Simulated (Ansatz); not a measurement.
The reference is HfO2 in the fluorite structure (space group Fm-3m, No. 225).

```xyz
3
Lattice="0.0000 2.5488 2.5488 2.5488 0.0000 2.5488 2.5488 2.5488 0.0000" Properties=species:S:1:pos:R:3 pbc="T T T"
Hf     0.0000     0.0000     0.0000
O      1.2744     1.2744     1.2744
O      3.8232     3.8232     3.8232
```

Calculations: PBE in Ansatz (plane waves to 420 eV, PAW, no spin-orbit coupling).

For the base:

Smallest direct gap: 3.75 eV

The change: every Hf is replaced by Zr; the structure is relaxed again.

Tabulated Pauling electronegativity and covalent radius: Hf 1.30, 1.75 Å; Zr 1.33, 1.75 Å.

**Question.** What does the calculation give for the electron mass and smallest direct gap after the change?

**Answer.** The electron mass (degenerate bands, along [100]) is 0.51, 2.1 mₑ (at Γ); the smallest direct gap stays 3.75 eV.

With Hf present, leaving out spin-orbit coupling can change the band edges. Effective masses come from finite differences of ±0.01 Å⁻¹. Whether these cells are dynamically stable was not tested. This is not the structure that ZrO2 has at room temperature and ambient pressure. This is not the structure that HfO2 has at room temperature and ambient pressure.

Ansatz is a first-principles code.
